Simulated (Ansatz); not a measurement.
# MgO, pressure series

Base system: MgO in the rock salt structure (space group Fm-3m, No. 225; a = 4.214 Å).

Cell and atoms are relaxed at each pressure.

Level of theory: Kohn–Sham DFT with the PBEsol functional, run in Ansatz (a program for electronic structure) with PAW and 420 eV plane waves, no spin-orbit coupling.

Candidates:
(a) pressure −1 GPa
(b) pressure −2 GPa
(c) pressure 22.5 GPa
(d) pressure 30 GPa
(e) pressure 9 GPa

Before the change:

The band gap comes out as 4.62 eV.

Question: Order them by band gap, highest first.

Answer: (d) pressure 30 GPa (6.11 eV), (c) pressure 22.5 GPa (5.79 eV), (e) pressure 9 GPa (5.13 eV), (a) pressure −1 GPa (4.56 eV), (b) pressure −2 GPa (4.50 eV)

Load acts through the strain it causes; cell and atoms are relaxed under it. No phonon test of stability was made. Competing high-pressure phases were not computed.
